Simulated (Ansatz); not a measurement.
**What pressure 45 GPa does to Pb**

Start from Pb in the fcc (Cu type) structure (space group Fm-3m, No. 225; a = 4.991 Å).

Now apply this change: a hydrostatic pressure of 45 GPa.

The values are results of r2SCAN (Ansatz, a quantum-chemistry and plane-wave program; PAW; 500 eV plane waves; no SOC), earlier PAW set, not measurements. k-mesh 16×16×16 (Γ-centred); smearing 0.05 eV (Fermi–Dirac).

```csv
quantity,base,changed,shift
volume per atom,31.09 Å³,21.04 Å³,-10.05 Å³
density,11.07 g/cm³,16.35 g/cm³,+5.28 g/cm³
lattice parameter a,4.991 Å,4.382 Å,-0.609 Å
shortest interatomic distance,3.529 Å,3.099 Å,-0.4305 Å
band gap,zero,zero,–
```

Final structure:

```xyz
1
Lattice="0.0000 2.1912 2.1912 2.1912 0.0000 2.1912 2.1912 2.1912 0.0000" Properties=species:S:1:pos:R:3 pbc="T T T"
Pb     0.0000     0.0000     0.0000
```

Load acts through the strain it causes; cell and atoms are relaxed under it. Whether these cells are dynamically stable was not tested. Measured, Pb leaves this structure (for hcp) near 14 GPa (room temperature; as listed in arXiv:1906.07825).
